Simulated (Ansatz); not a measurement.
Take W2C (space group P-3m1, No. 164; a = 3.034 Å, c = 4.659 Å; relaxed with 0.1 eV smearing) as the base.

Level of theory: Ansatz (a quantum-chemistry and plane-wave program) PBE-D3(BJ), no spin-orbit coupling, earlier PAW set.

Before the change:

- Pressure = 0.0 GPa
- Band gap = zero

The change: an isotropic linear strain of −4.44 %; the atoms relax in the strained cell.

**Question.** How does this affect the largest internal atomic displacement, pressure, energy relative to the base and band gap?

**Answer.** The largest internal atomic displacement is 0.027 Å; the pressure (mean of the normal stresses, compression positive) goes from zero to 61.6 GPa; the energy goes up by 0.268 eV/atom; the band gap stays zero.

Stability against distortions was not tested. All final runs are without spin polarisation.
